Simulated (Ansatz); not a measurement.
Given:

```xyz
6
Lattice="-3.0052 3.0297 2.4370 3.0052 -3.0297 2.4370 3.0052 3.0297 -2.4370" Properties=species:S:1:pos:R:3 pbc="T T T"
Al     0.9481     3.9933     0.0000
Al     0.9481     2.0661     2.4370
Al     2.0570     0.9636     0.0000
Al     2.0570    -0.9636     2.4370
Cu     0.0000     0.0000     1.2185
Cu     0.0000     0.0000     3.6555
```

No spin polarisation.

A single point on Al2Cu with a change (uniaxial strain ε_xx = −0.81 %), its geometry relaxed with PBE.

Method: r2SCAN/PAW in Ansatz (a first-principles code), no spin-orbit coupling, earlier PAW set. Γ-centred 12×12×12 mesh, Fermi–Dirac width 0.05 eV.

Problem. Predict the pressure and band gap.

Solution. The pressure is -2.9 GPa and the band gap is zero.

Single points use the geometry relaxed with PBE. Whether these cells are dynamically stable was not tested. The final runs are not spin-polarised. The cell was made from Al2Cu (space group I4/mcm, No. 140) by this change: uniaxial strain ε_xx = −0.81 %.
